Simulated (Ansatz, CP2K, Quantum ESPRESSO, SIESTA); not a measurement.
Mg5Sn (P1, 6 atoms in the cell) computed with different codes at matched settings

Self-consistent single point, at a second geometry (atoms moved at random). First geometry:

```
CELL_PARAMETERS angstrom
      5.94740    -1.69042     0.00000
      5.94740     1.69042     0.00000
     -1.70357     0.00000     6.95100
ATOMIC_POSITIONS crystal
  Mg 0.00290 0.00290 0.00474
  Mg 0.66868 0.66868 0.33461
  Mg 0.05434 0.05434 0.60474
  Mg 0.33110 0.33110 0.66912
  Mg 0.72027 0.72027 0.94279
  Sn 0.38938 0.38938 0.27734
```

Second geometry:
```xyz
6
Lattice="5.9474 -1.6904 0.0000 5.9474 1.6904 0.0000 -1.7036 0.0000 6.9510" Properties=species:S:1:pos:R:3 pbc="T T T"
Mg     0.0227     0.0376     0.0779
Mg     7.4137    -0.0817     2.3627
Mg    -0.3774    -0.0246     4.2610
Mg     2.7992    -0.0280     4.5798
Mg     7.0133     0.0700     6.4882
Sn     4.0737     0.0267     1.9249
```

Shared settings, as Ansatz (an electronic-structure program) writes them: kpoints.mp_grid.grid = 5 5 3; scf.occupations.method = fermi_dirac; scf.occupations.width = 0.0073 Ry. Potentials and cutoffs stand in the table.

```
code                                                                                                                                 model  ΔF from the first geometry (meV/atom)  pressure (GPa)  largest force (eV/Å)       cutoff
----------------  ------------------------------------------------------------------------------------------------------------------------  -------------------------------------  --------------  --------------------  -----------
SIESTA            LDA PW92, numerical atomic orbitals DZP, PseudoDojo LDA standard norm-conserving potentials (rewritten from UPF to PSML)                                    8.9            1.13                 0.481  grid 400 Ry
Quantum ESPRESSO                                                                       LDA (PZ), GBRV 1.5 ultrasoft (LDA) pseudopotentials                                    6.6           -1.82                 0.300        40 Ry
Ansatz                                                                                                 LDA (PW92), PAW files made with PBE                                    6.6           -1.78                 0.300      default
CP2K                                                  LDA (Pade form), GPW, TZVP-MOLOPT-SR-GTH basis, GTH-PADE potentials (GTH_POTENTIALS)                                    6.8           -1.21                 0.311  grid 400 Ry
```

Size of the force on each atom (eV/Å): Sizes of forces hide their directions.

| code | Mg1 | Mg2 | Mg3 | Mg4 | Mg5 | Sn6 |
|---|---|---|---|---|---|---|
| SIESTA | 0.182 | 0.368 | 0.135 | 0.481 | 0.290 | 0.386 |
| Quantum ESPRESSO | 0.143 | 0.256 | 0.043 | 0.300 | 0.242 | 0.296 |
| Ansatz | 0.144 | 0.257 | 0.042 | 0.300 | 0.242 | 0.296 |
| CP2K | 0.194 | 0.284 | 0.052 | 0.311 | 0.293 | 0.295 |

The spread over the programs that give each value: ΔF from the first geometry within 2.3 meV/atom; pressure within 2.95 GPa; largest force within 0.181 eV/Å.

SIESTA and CP2K use small atom-centred bases, whose incompleteness enters pressures, forces and empty levels differently from a plane-wave cutoff. Ansatz's pressure is given at a fixed set of plane waves, as the other plane-wave codes print theirs. The same LDA comes in different parametrisations, which differ slightly. In the pressure, SIESTA (by 2.93) lies more than 1 GPa from the median of the plane-wave programs. In the force vectors, SIESTA (by 0.193) lies more than 0.08 eV/Å from the median of the plane-wave programs.

The shared mesh is coarse (it stands for a supercell whose shortest vector is 17 Å), so the values are not converged in it.

The starting cell comes from a database of computed structures (which also holds hypothetical and non-ambient phases and stackings), without a prior relaxation at this level. For this run, on top of that: atoms moved at random.

Keys are those of Ansatz 0.2.
